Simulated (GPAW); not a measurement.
Band structure of VAs2 (C2/m, 6 atoms in the cell).

```xyz
6
Lattice="4.5720 -1.6621 0.0000 4.5720 1.6621 0.0000 -3.7751 0.0000 6.5501" Properties=species:S:1:pos:R:3 pbc="T T T"
V      4.6896     0.0000     5.2755
V      0.6793     0.0000     1.2747
As     2.0685     0.0000     5.8654
As     3.3004     0.0000     0.6847
As    -0.6696     0.0000     3.5032
As     6.0385     0.0000     3.0469
```

Level of theory: PBEsol, GPAW PAW datasets PBEsol (made by gpaw-setup) (plane waves; GPAW).

Settings: mode = pw; ecut = 800 eV; xc = PBEsol; kpts = 5 5 3; mesh shift (steps) = 0 0 0; occupations.name = methfessel-paxton; occupations.width = 0.2 eV; occupations.order = 0; nbands = -14; convergence.density = 1e-05 e/electron; symmetry.symmorphic = false; symmetry.tolerance = 0.0005; maxiter = 120; bandpath_npoints = 40.

The starting cell comes from a database of computed structures (which also holds hypothetical and non-ambient phases and stackings), without a prior relaxation at this level. Its lattice was rescaled by a random factor within 2.5 % of one. Spin polarisation is off, so a magnetic state, if there is one, cannot be reached.

Levels in eV from the Fermi level, bands 20 to 27:
```csv
point,20,21,22,23,24,25,26,27
X,-1.41,-0.92,-0.69,-0.23,-0.03,1.37,1.39,1.53
Γ,-1.39,-0.85,-0.73,-0.46,0.38,0.93,1.90,2.22
```

Bands cross the Fermi level along this path, so the cell is metallic at this level.
